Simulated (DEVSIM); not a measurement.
Device: illuminated Ge n-on-p cell, one wavelength, with a back-surface field, at 300 K.

Layer 1 from the left is Ge, thickness (μm) 0.460, Nd (cm⁻³) 8.2e17, τn (s) 2e-5, τp (s) 1.7e-5, absorption coefficient (cm⁻¹) 330. Layer 2 from the left is Ge, thickness (μm) 72.0, Na (cm⁻³) 1.1e15, τn (s) 0.00082, τp (s) 0.00082, absorption coefficient (cm⁻¹) 330. Layer 3 from the left is Ge, thickness (μm) 1.20, Na (cm⁻³) 1.7e18, τn (s) 0.00082, τp (s) 0.00082, absorption coefficient (cm⁻¹) 330.

Left contact: ohmic, minority hole recombination velocity 3e6 cm/s. Right contact: ohmic, minority electron recombination velocity 2e6 cm/s. Voltage is applied to the left contact. Recombination: SRH at mid-gap, radiative, Auger. Light enters at the left, 8.7e18 photons cm⁻² s⁻¹, one pass, no reflection. Mobility is μmin + (μ − μmin)/(1 + (N/Nref)^α).

The device is made up for the run: typed textbook-type constants, with dimensions and the other settings drawn at random. Values at 300 K.

Ge: gap (eV) 0.664, affinity (eV) 4, permittivity 16, Nc (cm⁻³) 1.04e19, Nv (cm⁻³) 6e18, μn (cm²/Vs) 3900, μp (cm²/Vs) 1900, μn,min 150, μp,min 100, Nref,n 2.6e17, Nref,p 4e17, αn 0.56, αp 0.6, B (cm³/s) 6.4e-14, Cn (cm⁶/s) 1e-31, Cp (cm⁶/s) 1e-31.

Simulated with DEVSIM: 1D drift-diffusion, Boltzmann statistics, complete ionisation; no tunnelling, impact ionisation, image-force lowering or self-heating.

**Question.** What does the simulation give for the potential step across the device at zero bias?

**Answer.** potential step across the device at zero bias 0.566 V.
